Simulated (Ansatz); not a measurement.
For GaN (model structure, started from the CsCl type, Pm-3m, No. 221, 2 atoms in the cell), LDA (Ansatz, a program for electronic structure, PAW) gives:

| Quantity | Value |
|---|---|
| lattice parameter a | 2.676 Å |
| cohesive energy | 3.74 eV/atom |

Question: What does r²SCAN+rVV10 in Ansatz (PAW) give for the same quantities?

Answer: 
- lattice constant a: 2.692 Å (rises by 0.6 %)
- cohesive energy: 2.83 eV/atom (decreases by 0.91 eV/atom)

Changes are worked out from the printed values.

Unless a cell is named, each level is at its own relaxed cell (LDA 9.58, r²SCAN+rVV10 9.75 Å³/atom).

Ansatz's density-functional and Hartree–Fock values are scalar-relativistic unless marked +SOC, with PAW data made under PBE.

A model structure was made by putting elements into a prototype or built by hand; it is no filed structure, need not be a known phase, and can be a saddle point held by its symmetry.
